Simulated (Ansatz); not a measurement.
We consider 1T (CdI2-type) MgI₂, described by PBE-D4 (Ansatz, a quantum-chemistry and plane-wave program, PAW).

Rigid layers of the crystal as relaxed at this level are moved apart or together:

```
run   k mesh  layer repeat (Å)  energy against free layers (meV/Å²)  gap on the mesh (eV)
---  -------  ----------------  -----------------------------------  --------------------
1    12×12×6              6.56                               -11.50                 3.270
2    12×12×6              6.71                               -12.45                 3.417
3    12×12×6              6.86                               -12.67                 3.533
4    12×12×6              7.06                               -12.23                 3.583
5    12×12×6              7.36                               -10.76                 3.601
6    12×12×4              7.86                                -7.88                 3.618
7    12×12×4              8.86                                -3.79                 3.639
8    12×12×4             10.86                                -1.05                 3.651
```

The lowest energy of these points lies at a layer repeat of 6.86 Å.

Spin–orbit coupling is not included.
